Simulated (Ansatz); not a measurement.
**1T (CdI2-type) MgI2**

Level of theory: PBE (Ansatz, a program for electronic structure, PAW).

Cell: relaxed at this level.

For 1T (CdI2-type) MgI2, the interlayer binding energy is 0.5 meV/Å². The layer repeat distance is 7.853 Å and the gap between the layers is 4.506 Å.

Note: the cell comes from a level without a dispersion term, which matters for the spacing of layers, chains or molecules; the cell has widely spaced layers and the level no dispersion term, so their spacing and the moduli can rest on weak binding.

Spin–orbit coupling is not included.

Computed values are for the static lattice.

Computing time: about 5 core-minutes (a rough figure).
